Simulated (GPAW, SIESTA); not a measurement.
A SIESTA input for a self-consistent single point of Mg (P6_3/mmc, 2 atoms in the cell) (DFT, LDA PW92, numerical atomic orbitals TZP, PseudoDojo LDA standard norm-conserving potentials (rewritten from UPF to PSML)):

```
# files in the folder: Mg.psml (PseudoDojo LDA standard)
SystemName  Mg
SystemLabel Mg

NumberOfAtoms                2
NumberOfSpecies              1
%block ChemicalSpeciesLabel
  1 12 Mg
%endblock ChemicalSpeciesLabel
LatticeConstant              3.211670 Ang
%block LatticeVectors
     1.000000000    0.000000000    0.000000000
    -0.500000000    0.866025463    0.000000000
     0.000000000    0.000000000    1.620796969
%endblock LatticeVectors
AtomicCoordinatesFormat      Bohr
%block AtomicCoordinatesAndAtomicSpecies
    -0.000003035    3.504042796    2.459225800  1
     3.034591386    1.752018770    7.377677401  1
%endblock AtomicCoordinatesAndAtomicSpecies

XC.functional                LDA
XC.authors                   PW92
PAO.BasisSize                TZP
PAO.EnergyShift              0.005 Ry
MeshCutoff                   350 Ry
%block kgrid.MonkhorstPack
   12   0   0  0.0
    0  12   0  0.0
    0   0   7  0.0
%endblock kgrid.MonkhorstPack
OccupationFunction           MP
OccupationMPOrder            0
ElectronicTemperature        0.1 eV

MaxSCFIterations             150
SCF.Mixer.Method             Pulay
SCF.Mixer.Weight             0.2
SCF.Mixer.History            6
SCF.DM.Tolerance             1.0E-05
Diag.ParallelOverK           true
WriteForces                  true
Charge.Mulliken              end
```

Q: Give the GPAW input for the same structure, mesh, smearing and functional.

A: This is the input that was run; spellings and numerical settings could be chosen otherwise.

```python
from ase import Atoms
from ase.units import GPa
from gpaw import GPAW

atoms = Atoms(['Mg', 'Mg'],
              cell=[[3.211670, 0.000000, 0.000000],
                    [-1.605835, 2.781388, 0.000000],
                    [0.000000, 0.000000, 5.205465]],
              scaled_positions=[[0.333333, 0.666667, 0.250000],
                                [0.666667, 0.333333, 0.750000]],
              pbc=True)

calc = GPAW(mode={'name': 'pw', 'ecut': 850},
            xc='LDA',
            kpts={'size': (12, 12, 7), 'gamma': True},
            occupations={'name': 'methfessel-paxton', 'width': 0.1, 'order': 0},
            nbands=-10,
            convergence={'density': 1e-05},
            symmetry={'symmorphic': False, 'tolerance': 0.0005},
            maxiter=120)

atoms.calc = calc

energy = atoms.get_potential_energy()
print('Energy (eV):', round(energy, 6))
forces = atoms.get_forces()
print('Forces (eV/Ang):')
print(forces.round(5))
stress = atoms.get_stress()
print('Stress (GPa, Voigt):', (stress / GPa).round(4))
```

Basis, cutoffs, solver keys and any potentials are the target program's own. This input uses DFT LDA (Perdew-Wang 92), plane waves, GPAW PAW datasets LDA (gpaw-data 1.0.1). LDA parametrisations can differ slightly between programs. Both were run: pressure -0.66 GPa in SIESTA and -2.55 in GPAW.

On GPAW: the starting cell comes from a database of computed structures (which also holds hypothetical and non-ambient phases and stackings), without a prior relaxation at this level. Its lattice was rescaled by a random factor within 2.5 % of one.

On SIESTA: the starting cell comes from a database of computed structures (which also holds hypothetical and non-ambient phases and stackings), without a prior relaxation at this level. Its lattice was rescaled by a random factor within 2.5 % of one. Values carry the incompleteness of an atom-centred basis.
